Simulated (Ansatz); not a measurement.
Ta: energy against strain

Ta (bcc, Im-3m, 18.068 Å³/atom at rest, cube axes along x, y and z) under a strain ε along a cube axis (axis z), the other axes held. r2SCAN in Ansatz, a plane-wave DFT program (PAW, default set), 500 eV, 28×28×28 Γ-centred mesh, Fermi-Dirac smearing 0.10 eV; ions are relaxed within the symmetry of each cell.

Here s stands for strain and y for E less E0.

| strain (%) | E less E0 (meV/atom) |
|---|---|
| -1.50 | 3.27 |
| -1.00 | 1.37 |
| -0.50 | 0.29 |
| 0.00 | 0.00 |
| 0.50 | 0.48 |
| 1.00 | 1.70 |
| 1.50 | 3.65 |
| 3.00 | ? |

The 7 complete rows are fitted with a parabola, y against s. Least squares gives y = 0.000 + 0.1421·s + 1.5376·s². Residuals (row less fit): 0.024, -0.026, -0.023, 0.000, 0.025, 0.020, -0.023; standard error 0.029 (degrees of freedom: 4). Twice the quadratic coefficient over the volume, 2 × 1.5376 meV × 10⁴ × 0.1602 / 18.068 Å³, is the elastic constant C11 = 273 ± 2 GPa.

Problem. Estimate the missing y (s = 3.00); what did the run itself give?

Solution. y = 0.000 + 0.1421 × 3.0 + 1.5376 × 3.0² = 14.265 meV/atom. The calculation gives 13.61 meV/atom, 0.655 meV/atom below the prediction (4.8 % of the range of y in the table). The row lies outside the fitted rows, so this is an extrapolation. From the scatter of the fitted rows alone, a prediction at this place has a standard error of 0.110 meV/atom, so the miss is 6.0 times that.

One order more, fitted to all 13 runs of the series, follows each within 0.01, so the miss is the next term of a smooth law. In a metal these values are sensitive to mesh and smearing; energies are taken to zero smearing, stresses follow the free energy. Rows are the converged runs of the series near zero and its far end; series whose fitted rows scatter by over a few per cent of the range, as at a crossing or softening among them, aren't shown in this form. Most that stay on the fit to the last digits aren't either.
